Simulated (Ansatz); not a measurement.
System: SiCO4 (model structure, I-4, No. 82, 6 atoms in the cell). Method: PBEsol (plane waves, PAW; Ansatz, a program for electronic structure).

Numerical settings: plane-wave cutoff 520 eV, 12×12×12 k mesh, Fermi–Dirac smearing 0.01 eV, scalar-relativistic PAW data made under PBE.

Cell (relaxed with PBEsol):

```
CELL_PARAMETERS angstrom
     -2.18944     2.18944     3.27421
      2.18944    -2.18944     3.27421
      2.18944     2.18944    -3.27421
ATOMIC_POSITIONS crystal
  Si 0.00000 0.00000 0.00000
  C  0.75000 0.25000 0.50000
  O  0.41354 0.27670 0.42704
  O  0.84966 0.98650 0.57296
  O  0.72330 0.15034 0.13684
  O  0.01350 0.58646 0.86316
```

**Question.** Give the computed band gap and smallest direct gap on the k points sampled.

**Answer.** 
* **band gap**: 6.96 eV (indirect)
* **smallest direct gap on the k points sampled**: 7.30 eV

Note: the relaxation could raise the start's symmetry but not lower it, so the cell can be a saddle point.

Static lattice: no zero-point or thermal effects.

The result took about 21 core-seconds (a rough figure).

A model structure was made by putting elements into a prototype or built by hand; it is no filed structure, need not be a known phase, and can be a saddle point held by its symmetry.
